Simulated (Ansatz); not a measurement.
# Mg2Ge: element substitutions

Take Mg2Ge in the anti-fluorite structure (space group Fm-3m, No. 225; a = 6.421 Å) as the base.

Each row replaces one element on all its sites; cell and atoms are relaxed.

All numbers come from plane-wave PAW DFT at the PBE level (Ansatz, a first-principles code, 420 eV), spin-orbit coupling left out.

Candidates:
(a) Ge → C
(b) Mg → Si
(c) Ge → As

Before the change:

The lattice parameter a is 6.421 Å.

**Question.** Order them by lattice parameter a, lowest first.

**Answer.** (a) Ge → C (5.460 Å), (b) Mg → Si (6.125 Å), (c) Ge → As (6.508 Å)

Stability against distortions was not tested. As relaxed here, Mg2C, Si2Ge and Mg2As are hypothetical phases, not in the database extracts checked. All final runs are without spin polarisation. An odd electron count without spin: Mg2As.
